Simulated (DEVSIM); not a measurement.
System: illuminated InP p-on-n cell, one wavelength, at 400 K.

| layer (left to right) | material | thickness (μm) | Nd (cm⁻³) | Na (cm⁻³) | τn (s) | τp (s) | absorption coefficient (cm⁻¹) |
|---|---|---|---|---|---|---|---|
| 1 | InP | 0.0790 | - | 2.3e18 | 2.6e-10 | 2.6e-10 | 56000 |
| 2 | InP | 1.40 | 2.9e16 | - | 2e-8 | 2e-8 | 56000 |

Left contact: ohmic, minority electron recombination velocity 20000 cm/s. Right contact: ohmic, minority hole recombination velocity 10 cm/s. Voltage is applied to the left contact. Recombination: SRH at mid-gap, radiative, Auger. Light enters at the left, 1.4e17 photons cm⁻² s⁻¹, one pass, no reflection. Mobility is constant in doping.

Constants are typed, rounded textbook-type inputs, not results; the design itself was drawn at random and stands for no fabricated device. Values at 300 K; Nc and Nv go as T^1.5, mobilities as T to minus their exponent, the gap by Varshni's rule with the affinity fixed.

```
parameter              InP
----------------  --------
gap (eV)             1.344
affinity (eV)         4.38
permittivity          12.5
Nc (cm⁻³)           5.7e17
Nv (cm⁻³)           1.1e19
μn (cm²/Vs)           5200
μp (cm²/Vs)            170
T exponent of μn         2
T exponent of μp         2
B (cm³/s)          1.2e-10
Cn (cm⁶/s)           9e-31
Cp (cm⁶/s)           9e-31
Varshni α (eV/K)  0.000363
Varshni β (K)          162
```

Model (solved in DEVSIM): 1D drift-diffusion, Boltzmann statistics, complete ionisation; no tunnelling, impact ionisation, image-force lowering or self-heating.

### Question
Tabulate band edges, carrier densities and field at -2.0 V on the left contact, in the dark.

### Answer
Energies count from the Fermi level of the right contact; mesh points crowd at the junctions.

```csv
x (μm),Ec (eV),Ev (eV),n (cm⁻³),p (cm⁻³),field (V/cm)
0.000,3.243,1.931,< 1e2,2.3e18,≈ 0
0.01072,3.243,1.931,< 1e2,2.3e18,≈ 0
0.02455,3.243,1.931,< 1e2,2.3e18,≈ 0
0.03929,3.243,1.931,< 1e2,2.3e18,≈ 0
0.05697,3.242,1.931,< 1e2,2.3e18,-360
0.07041,3.236,1.924,< 1e2,1.9e18,-21000
0.08000,3.152,1.841,< 1e2,1.7e17,-160000
0.09905,2.857,1.545,< 1e2,3.2e13,-150000
0.1207,2.539,1.228,1200,3.2e9,-140000
0.1529,2.106,0.794,5900,720000,-130000
0.2006,1.542,0.231,15000,600000,-110000
0.3084,0.621,-0.690,1.3e10,120000,-63000
0.4312,0.164,-1.148,7.6e15,< 1e2,-13000
0.6357,0.118,-1.194,2.9e16,400,-19
0.9537,0.118,-1.194,2.9e16,900,≈ 0
1.147,0.118,-1.194,2.9e16,1100,≈ 0
1.263,0.118,-1.194,2.9e16,1200,≈ 0
1.342,0.118,-1.194,2.9e16,1200,≈ 0
1.410,0.118,-1.194,2.9e16,1200,≈ 0
1.441,0.118,-1.194,2.9e16,1200,≈ 0
1.461,0.118,-1.194,2.9e16,1200,≈ 0
1.479,0.118,-1.194,2.9e16,1200,≈ 0
```
